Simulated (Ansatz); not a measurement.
We consider Ba2ZrS4 (I4/mmm, No. 139; cell taken from a computed entry), described by HSE06 (plane waves, PAW; Ansatz, a program for electronic structure).

Settings: plane-wave cutoff 460 eV, 6×6×6 k mesh, Fermi–Dirac smearing 0.01 eV, scalar-relativistic PAW data made under PBE.

Cell (relaxed with PBEsol):

```cif
data_Ba2S4Zr
_chemical_formula_sum 'Ba2 Zr1 S4'
_space_group_name_H-M_alt 'P 1'
_space_group_IT_number 1
_cell_length_a 8.52937
_cell_length_b 8.52937
_cell_length_c 8.52937
_cell_angle_alpha 146.434
_cell_angle_beta 146.434
_cell_angle_gamma 48.202
loop_
_space_group_symop_operation_xyz
  'x, y, z'
loop_
_atom_site_label
_atom_site_type_symbol
_atom_site_fract_x
_atom_site_fract_y
_atom_site_fract_z
_atom_site_occupancy
Ba1 Ba 0.64102 0.64102 0.00000 1
Ba2 Ba 0.35898 0.35898 0.00000 1
Zr1 Zr 0.00000 0.00000 0.00000 1
S1 S 0.50000 0.00000 0.50000 1
S2 S 0.00000 0.50000 0.50000 1
S3 S 0.83579 0.83579 0.00000 1
S4 S 0.16421 0.16421 0.00000 1
```

Problem. Estimate the band gap and smallest direct gap on the k points sampled that the calculation returns.

Solution. 
band gap: 1.29 eV (on the SCF k mesh)
smallest direct gap on the k points sampled: 1.44 eV

Note: cell and atoms aren't relaxed at this level (largest force component 0.08 eV/Å, pressure 1.9 GPa).

Spin–orbit coupling is not included.

Computed values are for the static lattice.

Cost on a shared machine: about 18 core-minutes (a rough figure).
